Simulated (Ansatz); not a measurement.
The structure below was relaxed with r2SCAN in Ansatz (plane waves to 500 eV, PAW, without spin-orbit coupling).

Space group Cmc2₁ (No. 36); a = 4.016 Å, b = 21.163 Å, c = 6.582 Å, α = 90.00°, β = 90.00°, γ = 90.00°

| atom | site | symmetry | x | y | z |
|---|---|---|---|---|---|
| Cd | 4a | m.. | 0.0000 | 0.3950 | 0.4990 |
| Zn | 4a | m.. | 0.0000 | 0.0529 | 0.5045 |
| Cd | 4a | m.. | 0.0000 | 0.7180 | 0.4990 |
| S | 4a | m.. | 0.0000 | 0.3969 | 0.1115 |
| S | 4a | m.. | 0.0000 | 0.0481 | 0.1473 |
| S | 4a | m.. | 0.0000 | 0.7194 | 0.1142 |

**Question.** Write out a cell with all atoms.

**Answer.** 
```cif
data_Cd8S12Zn4
_chemical_formula_sum 'Cd8 Zn4 S12'
_space_group_name_H-M_alt 'P 1'
_space_group_IT_number 1
_cell_length_a 4.01610
_cell_length_b 21.16262
_cell_length_c 6.58187
_cell_angle_alpha 90.000
_cell_angle_beta 90.000
_cell_angle_gamma 90.000
loop_
_space_group_symop_operation_xyz
  'x, y, z'
loop_
_atom_site_label
_atom_site_type_symbol
_atom_site_fract_x
_atom_site_fract_y
_atom_site_fract_z
_atom_site_occupancy
Cd1 Cd 0.50000 0.89499 0.49905 1
Zn1 Zn 0.50000 0.55290 0.50449 1
Cd2 Cd 0.00000 0.71800 0.49905 1
Zn2 Zn 0.00000 0.94710 0.00449 1
Cd3 Cd 0.00000 0.60501 0.99905 1
Cd4 Cd 0.50000 0.78200 0.99905 1
S1 S 0.50000 0.89690 0.11148 1
S2 S 0.50000 0.54809 0.14734 1
S3 S 0.00000 0.71938 0.11420 1
S4 S 0.00000 0.95191 0.64734 1
S5 S 0.00000 0.60310 0.61148 1
S6 S 0.50000 0.78062 0.61420 1
Cd5 Cd 0.00000 0.39499 0.49905 1
Zn3 Zn 0.00000 0.05290 0.50449 1
Cd6 Cd 0.50000 0.21800 0.49905 1
Zn4 Zn 0.50000 0.44710 0.00449 1
Cd7 Cd 0.50000 0.10501 0.99905 1
Cd8 Cd 0.00000 0.28200 0.99905 1
S7 S 0.00000 0.39690 0.11148 1
S8 S 0.00000 0.04809 0.14734 1
S9 S 0.50000 0.21938 0.11420 1
S10 S 0.50000 0.45191 0.64734 1
S11 S 0.50000 0.10310 0.61148 1
S12 S 0.00000 0.28062 0.61420 1
```
This is the conventional cell.

Each cell is one ordered arrangement of few atoms, which overstates ordering effects compared with a random alloy. No phonon test of stability was made. The cell was made from ZnS by this change: x(Cd) = 0.667, 12 atoms, Cmc2_1.

Ansatz is a program for electronic structure.
